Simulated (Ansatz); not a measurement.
# SiC: energy against strain

SiC (wurtzite, P6_3mc, 10.503 Å³/atom at rest, c along z) under an equal strain ε in the (0001) plane with the normal axis free, as in a coherent film. PBE in Ansatz, a plane-wave DFT program (PAW, default set), 420 eV, 12×12×7 Γ-centred mesh, Fermi-Dirac smearing 0.05 eV; ions are relaxed within the symmetry of each cell.

Here s stands for strain and y for E less E0.

| strain (%) | E less E0 (meV/atom) |
|---|---|
| -1.20 | 5.66 |
| -0.60 | 1.39 |
| 0.00 | 0.00 |
| 0.60 | 1.36 |
| 1.20 | 5.37 |
| 3.00 | ? |

Task: Fit y against s with a parabola, and predict the withheld value at s = 3.00.

Result: Least squares gives y = -0.003 - 0.1017·s + 3.8313·s². Residuals (row less fit): 0.024, -0.047, 0.003, 0.045, -0.022; standard error 0.051 (degrees of freedom: 2). Twice the quadratic coefficient over the volume, 2 × 3.8313 meV × 10⁴ × 0.1602 / 10.503 Å³, is twice the biaxial elastic modulus of this plane = 1169 ± 12 GPa. At the withheld row, y = -0.003 - 0.1017 × 3.0 + 3.8313 × 3.0² = 34.174 meV/atom. The calculation gives 32.20 meV/atom, 1.974 meV/atom below the prediction (6.1 % of the range of y in the table). The row lies outside the fitted rows, so this is an extrapolation. From the scatter of the fitted rows alone, a prediction at this place has a standard error of 0.332 meV/atom, so the miss is 5.9 times that.

One order more, fitted to all 11 runs of the series, follows each within 0.01, so the miss is the next term of a smooth law. SiC is here the rare 2H polytype. Rows are the converged runs of the series near zero and its far end; series whose fitted rows scatter by over a few per cent of the range, as at a crossing or softening among them, aren't shown in this form. Most that stay on the fit to the last digits aren't either.
